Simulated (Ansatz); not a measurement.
The structure below was relaxed with r2SCAN+rVV10 (Ansatz, a quantum-chemistry and plane-wave program, PAW, no spin-orbit coupling), at pressure 75 GPa.

```
CELL_PARAMETERS angstrom
      1.43165     0.82656     5.01810
     -1.43165     0.82656     5.01810
      0.00000    -1.65313     5.01810
ATOMIC_POSITIONS crystal
  Mo 0.00057 0.00057 0.00057
  S  0.77015 0.77015 0.77015
  S  0.56258 0.56258 0.56258
```

Question: Find the space group and the Wyckoff positions.

Answer: Space group R3m, hexagonal axes (No. 160); a = b = 2.863 Å, c = 15.054 Å, α = β = 90.00°, γ = 120.00°

| atom | site | symmetry | x | y | z |
|---|---|---|---|---|---|
| Mo | 3a | 3m | 0.0000 | 0.0000 | 0.9994 |
| S | 3a | 3m | 0.0000 | 0.0000 | 0.2299 |
| S | 3a | 3m | 0.0000 | 0.0000 | 0.4374 |

The mesh was chosen for an insulator and is coarse for the gapless case. Load acts through the strain it causes; cell and atoms are relaxed under it. No phonon test of stability was made. Competing high-pressure phases were not computed. The final runs are not spin-polarised. The cell was made from MoS2 in the 3R-MoS2 type structure (space group R3m, No. 160; layered, stacked along the Cartesian z axis) by this change: pressure 75 GPa.
